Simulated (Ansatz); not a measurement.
Cell and atoms of amorphous indium oxide (In$_{24}$O$_{35}$):

```xyz
59
Lattice="9.9082 -0.1872 0.0352 -0.1872 9.3789 0.2004 0.0352 0.2004 9.8580" Properties=species:S:1:pos:R:3 pbc="T T T"
In     2.3189     7.3137     2.7578
In     8.4371     7.6663     2.1979
In     1.9854     1.1811     0.9867
In     2.8057     6.2794     9.5196
In     2.5461     7.6996     6.0313
In     4.0513     4.4592     6.4375
In     3.2697     1.4731     7.6744
In    -0.0311     8.6686     8.4810
In     5.8080     7.0671     4.1331
In    -0.0073     4.3757     1.4373
In     5.4463     3.2210     9.3323
In     2.4372     1.2426     4.2389
In     0.3140     2.7166     7.2799
In     6.6786     0.9577     6.5684
In     7.4588     4.3878     4.8181
In     0.9003     4.6231     4.8424
In     6.3144     5.6263     1.0746
In     8.8864     5.3980     8.4074
In     6.0812     7.0626     7.4383
In     3.7241     4.2294     2.6032
In     5.1190     9.0787     0.5272
In     8.9827     7.7204     5.4362
In     8.6236     1.6072     9.8736
In     9.0417     1.7189     3.7339
O      9.2718     4.3714     6.4344
O      1.9103     5.3620     1.7637
O      0.7192     8.7365     6.4931
O      5.8751     5.4644     5.8808
O      6.5713     1.5868     0.5132
O      1.3639     1.1066     8.7426
O      3.3879     7.7302     0.8660
O      1.6163     9.2710     2.8628
O      8.4934     5.7614     1.0884
O      3.5020     0.4238     5.8588
O      6.2368     7.6795     1.8575
O      0.8487     6.6890     8.8497
O      3.0741     2.2756     2.5248
O      5.1822     2.6364     7.2792
O      6.5360     8.4054     5.7386
O      9.5053     3.5740     9.2810
O      7.3228     2.2604     4.9355
O      3.6910     6.4457     7.4586
O      8.9639     8.7679     0.5169
O      6.6519     5.2282     8.8676
O      4.3267     4.6149     0.4839
O      1.0597     6.7403     4.5992
O      8.5806     1.1854     7.7061
O      7.8995     6.4366     4.0870
O      8.2993     7.2172     7.5076
O      3.9359     1.5351     9.7194
O      2.9966     4.3377     4.6138
O      0.7777     2.3007     5.0784
O      5.7036     4.9753     3.0217
O      3.7826     7.4696     4.2604
O      0.0442     2.1716     1.6449
O      8.6982     9.0424     3.7795
O      2.3858     3.4195     7.3611
O      5.5970     8.9495     8.3428
O      9.2124     3.9216     3.5029
```

The numbers are results of PBE, scalar-relativistic without spin-orbit coupling (plane waves to 420 eV, PAW; Ansatz, a quantum-chemistry and plane-wave program), not measurements. The usual formal charges leave 2 electrons over, so the level spacing at the Fermi energy parts defect or band states and needn't be the band gap.

It comes from a melt-quench run on a machine-learned potential (CHGNet), relaxed afterwards by DFT. O atoms were pushed apart under 1.9 Å during the dynamics, to hinder bonds among them. The hot cell started wider than the set density and was brought back towards it in steps. It is the lowest in DFT energy of 2 quenches. It is a model cell: composition and starting density were chosen by hand, and all elements were melted together. No dispersion term was used. Its density started from a set value of 6.01 and ended at 6.02 g/cm³. Cooling (nominally 53 K/ps over its main leg) ran many orders faster than in experiment, which tends to leave more defects and strain. Values belong to this one cell and scatter from quench to quench. The volume was held where the preparation left it and the shape relaxed, at a PBE pressure of -3.1 GPa (tension). Stress components on the final sampling reach 3.1 GPa.

Neighbours within In-In 3.12 Å, In-O 2.76 Å, O-O 1.58 Å count as bonded. Two cations that share two anions don't count as bonded, nor two that share one unless they lie closer than In-In 3.04 Å.

Task: Give the coordination numbers, mean bond lengths and angles.

Result: 
- Mean coordination of In by anions: 5.25 (1 with 4, 16 with 5, 7 with 6)
- Mean coordination of O: 3.60 (14 with 3, 21 with 4)
- Mean In-O bond: 2.223 Å (spread 0.109 Å, 126 counted)
- Bond angle at In: mean 105.6°, spread 28.1°
- Bond angle at O: mean 110.8°, spread 15.6°

Task: List the pairs of like atoms that count as bonded by the rules above.

Result: There are none by these rules.
